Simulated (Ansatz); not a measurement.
How the smallest direct gap on the k points sampled of GeSe2 (I-42d, No. 122, 6 atoms in the cell; start mp-10074) moves with the method

No measured value is used here.

```
level (code)                                 value (eV)  cell (Å³/atom)
-------------------------------------------  ----------  --------------
LDA (Ansatz)                                       1.44           25.12
PBEsol (Ansatz)                                    1.62           26.84
dielectric-dependent PBEsol hybrid (Ansatz)           ?           26.84
HSE06 (Ansatz)                                     2.64           26.84
PBE0 (Ansatz)                                      3.28           26.84
```

### Question
What belongs in the gaps?

### Answer

- dielectric-dependent PBEsol hybrid (Ansatz, a program for electronic structure), value (eV): 2.36

At these levels the smallest gap is indirect and lower: LDA 1.03, PBEsol 1.35, dielectric-dependent PBEsol hybrid 2.08, HSE06 2.28, PBE0 2.95 eV. Computed values are for a static lattice. Spin–orbit coupling is included only where a level's name says +SOC; with heavier elements it mostly lowers gaps and can invert bands.  Values are at the PBEsol cell; LDA at the level's own equilibrium cell; PBEsol at the level's own equilibrium cell. Cutoffs and k meshes differ between the levels. Ansatz's density-functional and Hartree–Fock values are scalar-relativistic unless marked +SOC, with PAW data made under PBE.

A start named mp-… is a Materials Project structure, which need not be a measured phase.
